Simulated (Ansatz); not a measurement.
# A computed series for Si: response to strain

The reference is Si in the diamond structure (space group Fd-3m, No. 227; a = 5.434 Å).

Strains are applied to the cell and any free atomic positions relax.

Method: PBEsol (Ansatz, an electronic-structure program; PAW; 420 eV plane waves; no SOC).

Candidates:
(a) isotropic strain +0.50 %
(b) isotropic strain +2.50 %
(c) isotropic strain +1.50 %

For the base:

```
Property               Value
-------------------  -------
Smallest direct gap  2.52 eV
```

**Question.** Order them by smallest direct gap, highest first.

**Answer.** (a) isotropic strain +0.50 % (2.51 eV), (c) isotropic strain +1.50 % (2.46 eV), (b) isotropic strain +2.50 % (2.33 eV)

Whether these cells are dynamically stable was not tested.
